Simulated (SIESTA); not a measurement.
A relaxation of the atoms of MgSbF5 (P1, 14 atoms in the cell) with SIESTA.

Level of theory: GGA PBEsol, numerical atomic orbitals DZP, PseudoDojo PBEsol standard norm-conserving potentials (rewritten from UPF to PSML) (SIESTA 5.4.2).

The change in words: atoms moved at random; SCF.DM.Tolerance: 1.0E-04 → default; SCF.DM.Converge: default → false; SCF.H.Converge: default → false; SCF.FreeE.Converge: default → true; SCF.FreeE.Tolerance: default → 1.0E-03 eV; MD.TypeOfRun: default → FIRE; and 2 further keys. Reference geometry:
```xyz
14
Lattice="4.6131 -3.3149 0.0000 4.6131 3.3149 0.0000 -3.8032 0.0000 7.3509" Properties=species:S:1:pos:R:3 pbc="T T T"
Mg     3.6623     0.0816     1.8377
Mg     1.7607    -0.0816     5.5132
Sb     0.0000     0.0000     0.0000
Sb    -1.9016     0.0000     3.6755
F      1.7607    -2.2274     5.5132
F      3.6623     2.2274     1.8377
F     -0.0115    -0.1708     4.6886
F      5.4345     0.1708     2.6623
F      3.5329    -0.1708     6.3378
F      1.8901     0.1708     1.0131
F      1.1925     1.2395     6.8550
F      4.2305    -1.2395     0.4959
F      2.3289     1.2395     4.1713
F      3.0941    -1.2395     3.1796
```

Reference input (self-consistent single point, DFT, GGA PBEsol, numerical atomic orbitals DZP, PseudoDojo PBEsol standard norm-conserving potentials (rewritten from UPF to PSML)): XC.functional = GGA; XC.authors = PBEsol; potentials = PseudoDojo PBEsol standard; PAO.BasisSize = DZP; PAO.EnergyShift = 0.01 Ry; MeshCutoff = 300 Ry; kgrid.MonkhorstPack = 3 3 3; OccupationFunction = FD; ElectronicTemperature = 10 K; MaxSCFIterations = 150; SCF.Mixer.Method = Pulay; SCF.Mixer.Weight = 0.1. This run's input differs from it in these lines:

```diff
@@ -19,16 +19,16 @@
 %block AtomicCoordinatesAndAtomicSpecies
-     3.662299250    0.081611853    1.837725500  1
-     1.760697750   -0.081611853    5.513176500  1
-     0.000000000    0.000000000    0.000000000  2
-    -1.901601500    0.000000000    3.675451000  2
-     1.760697750   -2.227387028    5.513176500  3
-     3.662299250    2.227387028    1.837725500  3
-    -0.011539183   -0.170781587    4.688552314  3
-     5.434536183    0.170781587    2.662349686  3
-     3.532934683   -0.170781587    6.337800686  3
-     1.890062317    0.170781587    1.013101314  3
-     1.192490966    1.239492451    6.855010151  3
-     4.230506034   -1.239492451    0.495891849  3
-     2.328904534    1.239492451    4.171342849  3
-     3.094092466   -1.239492451    3.179559151  3
+     3.648714463    0.048735072    1.883580427  1
+     1.810756637    0.024218367    5.458346122  1
+     0.062277807    0.075366657   -0.008365326  2
+    -1.987238712   -0.003676180    3.635175408  2
+     1.684008579   -2.270059221    5.550724907  3
+     3.669752913    2.224824642    1.883102618  3
+     0.020416314   -0.223613826    4.697601274  3
+     5.444950028    0.212777549    2.612878116  3
+     3.479287326   -0.265603157    6.294827313  3
+     1.849175497    0.169906464    1.019959705  3
+     1.201677725    1.242482455    6.812698359  3
+     4.256077389   -1.263286516    0.582529580  3
+     2.366633774    1.257011486    4.207046180  3
+     3.129882342   -1.229080476    3.150765668  3
 %endblock AtomicCoordinatesAndAtomicSpecies
@@ -52,4 +52,10 @@
 SCF.Mixer.History            8
-SCF.DM.Tolerance             1.0E-04
+SCF.DM.Converge              false
+SCF.H.Converge               false
+SCF.FreeE.Converge           true
+SCF.FreeE.Tolerance          1.0E-03 eV
 Diag.ParallelOverK           true
+MD.TypeOfRun                 FIRE
+MD.Steps                     40
+MD.MaxForceTol               0.03 eV/Ang
 WriteForces                  true
```

Log, with long lists cut:

```
        iscf     Eharris(eV)        E_KS(eV)     FreeEng(eV)     dDmax    Ef(eV) dHmax(eV)
   scf:    1   -14857.320535   -14848.506395   -14848.506395  1.813994 -5.566658  7.994519
   scf:    2   -14852.618163   -14850.652398   -14850.652398  0.048762 -3.364302  6.562747
   scf:    3   -14854.434397   -14853.601402   -14853.601402  0.136137 -4.582539  2.476003
   scf:    4   -14853.337383   -14853.562476   -14853.562476  0.069976 -4.961224  1.830794
   scf:    5   -14853.804049   -14853.733861   -14853.733861  0.031263 -3.238428  0.513976
   scf:    6   -14853.730342   -14853.734294   -14853.734294  0.007181 -3.405166  0.221018
SCF Convergence by FreeE criterion
|FreeE_i-FreeE_(i-1)| (eV) <     0.00100000
max |DM_out - DM_in|         :     0.0071814957
max |H_out - H_in|      (eV) :     0.2210184358
SCF cycle converged after 6 iterations

Using DM_out to compute the final energy and forces

siesta: E_KS(eV) =           -14853.7343

siesta: E_KS - E_eggbox =    -14853.7343

siesta: Atomic forces (eV/Ang):
   [... lines left out ...]
outcell: Cell volume (Ang**3)        :    224.8168
        iscf     Eharris(eV)        E_KS(eV)     FreeEng(eV)     dDmax    Ef(eV) dHmax(eV)
siesta: FreeEng =    -14854.112357
siesta: Cell volume =        224.816762 Ang**3
siesta:         -52.56307313        -52.70448613  kBar
   [... lines left out ...]
               3Pdxy   3Pdyz   3Pdz2   3Pdxz   3Pdx2-y2
   5  7.294   1.841   0.030   1.943   1.861   1.970  -0.147  -0.096  -0.115
              0.001   0.003   0.001   0.002   0.001
   6  7.295   1.841   0.030   1.943   1.862   1.970  -0.148  -0.097  -0.115
   [... 17 lines left out ...]

mulliken: Qtot =      120.000

Mulliken Atomic Populations:
Atom #   charge [q] valence [e]  Species
     1     0.933875    9.066125  Mg
     2     0.932765    9.067235  Mg
     3     0.779716   14.220284  Sb
     4     0.783358   14.216642  Sb
     5    -0.294079    7.294079  F
     6    -0.294586    7.294586  F
     7    -0.351681    7.351681  F
     8    -0.352049    7.352049  F
     9    -0.353547    7.353547  F
    10    -0.351252    7.351252  F
    11    -0.356564    7.356564  F
    12    -0.359069    7.359069  F
    13    -0.359486    7.359486  F
    14    -0.357402    7.357402  F
 Total    -0.000000
```

The relaxation ended unconverged. 

The starting cell comes from a database of computed structures (which also holds hypothetical and non-ambient phases and stackings), without a prior relaxation at this level. For this run, on top of that: atoms moved at random. Values carry the incompleteness of an atom-centred basis.

Cost on one core of a shared machine: roughly 9 min.
